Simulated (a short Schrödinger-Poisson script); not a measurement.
Structure: MOS inversion layer, Al2O3 on p-type Ge(100), at 300 K.

```csv
layer,material,thickness (nm),Na (cm⁻³)
1,Al2O3,6.1,-
2,Ge,390,1.1e18
```

Constants are typed, rounded textbook-type inputs, not results; the design itself was drawn at random and stands for no fabricated device. Al2O3: permittivity 9, conduction-band edge (eV) 2.65, gap (eV) 6.8, electron mass (mₑ) 0.3. Ge: permittivity 16, conduction-band edge (eV) 0, gap (eV) 0.664, Nv at 300 K (cm⁻³) 6e18.

Channel valleys (confinement mass, in-plane density-of-states mass, number): L4 0.12, 0.295, 4. At the gate the conduction-band edge of layer 1 lies 3 eV − eVg above the Fermi level of the channel; the field vanishes at the back. Gaps are held at their typed values at every temperature. Mesh 0.03 nm at interfaces.

Solved with a short Schrödinger-Poisson script written for these runs: 1D Poisson equation in equilibrium, electrons quantum, Hartree (BenDaniel-Duke, 12 states a valley, the channel's in-plane mass for all, wave functions ending at the dielectric), parabolic valleys, classical holes, full ionisation, no traps, pinning or gate leakage.

The same stack at other levels of the model or other numerical settings:

```json
[
 {"run": "base", "sheet density of all electrons at Vg = 2.2 V (cm⁻²)": "8.31e12", "sheet density of all electrons at Vg = 1 V (cm⁻²)": "6.18e11", "capacitance at Vg = 2.2 V (μF/cm²)": "1.09", "centroid of the channel electrons at Vg = 2.2 V (nm)": "2.56", "rough cost against the base": "about 1"},
 {"run": "electrons treated as classical, Boltzmann", "sheet density of all electrons at Vg = 2.2 V (cm⁻²)": "1.08e13", "sheet density of all electrons at Vg = 1 V (cm⁻²)": "1.62e12", "capacitance at Vg = 2.2 V (μF/cm²)": "1.26", "centroid of the channel electrons at Vg = 2.2 V (nm)": "?", "rough cost against the base": "0.04"},
 {"run": "electrons treated as classical, Fermi-Dirac", "sheet density of all electrons at Vg = 2.2 V (cm⁻²)": "?", "sheet density of all electrons at Vg = 1 V (cm⁻²)": "1.53e12", "capacitance at Vg = 2.2 V (μF/cm²)": "1.19", "centroid of the channel electrons at Vg = 2.2 V (nm)": "?", "rough cost against the base": "0.2"},
 {"run": "mesh six times as coarse", "sheet density of all electrons at Vg = 2.2 V (cm⁻²)": "8.31e12", "sheet density of all electrons at Vg = 1 V (cm⁻²)": "6.19e11", "capacitance at Vg = 2.2 V (μF/cm²)": "1.10", "centroid of the channel electrons at Vg = 2.2 V (nm)": "2.56", "rough cost against the base": "0.3"},
 {"run": "one subband a valley", "sheet density of all electrons at Vg = 2.2 V (cm⁻²)": "8.30e12", "sheet density of all electrons at Vg = 1 V (cm⁻²)": "6.17e11", "capacitance at Vg = 2.2 V (μF/cm²)": "1.09", "centroid of the channel electrons at Vg = 2.2 V (nm)": "2.55", "rough cost against the base": "0.6"}
]
```

Problem. What belongs in the gaps?

Solution. 
- electrons treated as classical, Fermi-Dirac, sheet density of all electrons at Vg = 2.2 V (cm⁻²): 1.01e13
- electrons treated as classical, Boltzmann, centroid of the channel electrons at Vg = 2.2 V (nm): 0.42
- electrons treated as classical, Fermi-Dirac, centroid of the channel electrons at Vg = 2.2 V (nm): 0.77

The classical rows ignore confinement, and Boltzmann statistics overrate the density once the band edge passes the Fermi level.

Only the L valleys are kept; under strong confinement the Δ valleys of Ge fill too.
